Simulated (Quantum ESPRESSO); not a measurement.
Input and output of a self-consistent single point for Hf₃Co (Pm-3m, 4 atoms in the cell) (Quantum ESPRESSO).

Method: PBEsol, PSlibrary PAW (PBE) pseudopotentials (plane waves; Quantum ESPRESSO 7.5).

```
Hf3Co
1.0
    4.24227     0.00000     0.00000
    0.00000     4.24227     0.00000
    0.00000     0.00000     4.24227
Hf Co
3 1
Direct
  0.00000   0.50000   0.50000
  0.50000   0.00000   0.50000
  0.50000   0.50000   0.00000
  0.00000   0.00000   0.00000
```
Moments meant for the start (each program seeds them in its own way; μB, in the order of the atoms Hf Hf Hf Co): 0.0 0.0 0.0 3.0.

Reference input (self-consistent single point, DFT, LDA (PZ), plane waves, PSlibrary PAW (LDA) pseudopotentials): ecutwfc = 55 Ry; ecutrho = 330 Ry; occupations = smearing; smearing = gaussian; degauss = 0.0073499 Ry; nspin = 2; potentials = {Hf: Hf.pz-spn-kjpaw_psl.1.0.0.UPF, Co: Co.pz-n-kjpaw_psl.1.0.0.UPF}; K_POINTS = automatic 6 6 6 0 0 0; conv_thr = 1e-09 Ry; mixing_beta = 0.3. This run's input differs from it in these lines:

```diff
@@ -18,2 +18,3 @@
   starting_magnetization(2) = 0.333
+  input_dft = 'pbesol'
 /
@@ -24,4 +25,4 @@
 ATOMIC_SPECIES
-Hf   178.4900  Hf.pz-spn-kjpaw_psl.1.0.0.UPF
-Co    58.9332  Co.pz-n-kjpaw_psl.1.0.0.UPF
+Hf   178.4900  Hf.pbe-spn-kjpaw_psl.1.0.0.UPF
+Co    58.9332  Co.pbe-n-kjpaw_psl.1.0.0.UPF
 ATOMIC_POSITIONS crystal
```

Output (repeated stretches shortened):

```
     Self-consistent Calculation

     iteration #  1     ecut=    55.00 Ry     beta= 0.30

     total energy              =   -2220.83383740 Ry
     estimated scf accuracy    <       1.04868963 Ry

     total magnetization       =     1.31 Bohr mag/cell
     absolute magnetization    =     1.32 Bohr mag/cell

     iteration #  2     ecut=    55.00 Ry     beta= 0.30

     total energy              =   -2220.19265307 Ry
     estimated scf accuracy    <      25.95014534 Ry

     total magnetization       =     1.06 Bohr mag/cell
     absolute magnetization    =     1.11 Bohr mag/cell

     iteration #  3     ecut=    55.00 Ry     beta= 0.30

   [... lines left out ...]

     iteration # 41     ecut=    55.00 Ry     beta= 0.30

     total energy              =   -2221.25658664 Ry
     estimated scf accuracy    <          3.7E-09 Ry

     total magnetization       =     0.00 Bohr mag/cell
     absolute magnetization    =     0.00 Bohr mag/cell

     iteration # 42     ecut=    55.00 Ry     beta= 0.30

     Magnetic moment per site  (integrated on atomic sphere of radius R)
     atom   1 (R=0.292)  charge=  9.9790  magn=  0.0001
     atom   2 (R=0.292)  charge=  9.9790  magn=  0.0001
     atom   3 (R=0.292)  charge=  9.9790  magn=  0.0001
     atom   4 (R=0.292)  charge=  8.5603  magn=  0.0001
     End of self-consistent calculation

     the Fermi energy is    14.3666 ev

!    total energy              =   -2221.25658670 Ry
     estimated scf accuracy    <          8.7E-10 Ry
     smearing contrib. (-TS)   =      -0.00254783 Ry
     internal energy E=F+TS    =   -2221.25403888 Ry

     total magnetization       =     0.00 Bohr mag/cell
     absolute magnetization    =     0.00 Bohr mag/cell

     convergence has been achieved in  42 iterations

     Forces acting on atoms (cartesian axes, Ry/au):

     atom    1 type  1   force =     0.00000000    0.00000000    0.00000000
   [... zero for the other atoms too ...]

     Total force =     0.000000     Total SCF correction =     0.000000

          total   stress  (Ry/bohr**3)                   (kbar)     P=      -72.05
  -0.00048977   0.00000000   0.00000000          -72.05        0.00        0.00
   0.00000000  -0.00048977   0.00000000            0.00      -72.05        0.00
   0.00000000   0.00000000  -0.00048977            0.00        0.00      -72.05

   JOB DONE.
```

The run converged in 42 iterations. Against the reference run the pressure goes from -11.50 to -7.20 GPa.

The starting cell comes from a database of computed structures (which also holds hypothetical and non-ambient phases and stackings), without a prior relaxation at this level. The starting moments vanished: the run ended non-magnetic, which need not be the lowest state. With a pressure of about -7 GPa the cell is away from its equilibrium volume at this level.

Cost on one core of a shared machine: roughly 5 min.
